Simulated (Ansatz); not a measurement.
**Hypothetical anti-perovskite Ba3PtC: response to strain**

The reference is Ba3PtC in the anti-perovskite structure (space group Pm-3m, No. 221; a hypothetical phase, not in the database extracts checked).

```
Ba3PtC
1.0
    5.38566     0.00000     0.00000
    0.00000     5.38566     0.00000
    0.00000     0.00000     5.38566
Ba Pt C
3 1 1
Direct
  0.50000   0.00000   0.50000
  0.00000   0.50000   0.50000
  0.50000   0.50000   0.00000
  0.00000   0.00000   0.00000
  0.50000   0.50000   0.50000
```

Cartesian axes are those of the cell as printed.

Strains are applied to the cell and any free atomic positions relax; under biaxial strain the out-of-plane vector relaxes too.

Method: DFT with PBEsol, PAW potentials and a 420 eV plane-wave cutoff in Ansatz (an electronic-structure program), without spin-orbit coupling.

Notes on the quantities. energy relative to the base: free energy F.

```tsv
case	space group	volume per atom	energy relative to the base
base	Pm-3m (No. 221)	31.24 Å³	0 meV/atom
biaxial strain −0.99 %, plane normal [001], relaxed out of plane	P4/mmm (No. 123)	31.42 Å³	-1.5 meV/atom
biaxial strain +1.91 %, plane normal [001], relaxed out of plane	P4/mmm (No. 123)	30.79 Å³	-7.7 meV/atom
biaxial strain +3.72 %, plane normal [001], relaxed out of plane	P4/mmm (No. 123)	31.47 Å³	-7.1 meV/atom
tensor shear ε_xy = −1.76 %	Cmmm (No. 65)	31.23 Å³	+0.6 meV/atom
```

Without a gap, meshes like the base's 9×9×9 leave anisotropic stresses uncertain by several tenths of a GPa, and small strain energies with them. Stability against distortions was not tested. The final runs are not spin-polarised. Under biaxial strain −0.99 %, plane normal [001], relaxed out of plane, biaxial strain +1.91 %, plane normal [001], relaxed out of plane and biaxial strain +3.72 %, plane normal [001], relaxed out of plane the cell ends below the base's energy or with stress of the wrong sign: the atoms slid into a distortion or the cell is elastically unstable, so the base is not a stable minimum at this level. Ba3PtC has a high density of states at the Fermi level and may be magnetic at this level.
